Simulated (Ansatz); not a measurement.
System: rock-salt NaH. Method: LDA in Ansatz (PAW).

Settings: plane-wave cutoff 520 eV, 12×12×12 k mesh, Fermi–Dirac smearing 0.01 eV, scalar-relativistic PAW data made under PBE.

The cell is scaled about its equilibrium volume:

```tsv
V (Å³/atom)	P (GPa)	direct gap at Γ (eV)	smallest gap on the k mesh (eV)
12.117	1.90	16.037	3.648
12.375	1.21	15.766	3.614
12.633	0.57	15.505	3.581
12.891	0.00	15.252	3.548
13.148	-0.52	15.008	3.517
13.406	-1.00	14.771	3.487
13.664	-1.43	14.542	3.457
```

The fundamental gap (3.55 eV at the equilibrium volume, with added k points) lies elsewhere than Γ–Γ.

Ansatz is a program for electronic structure.
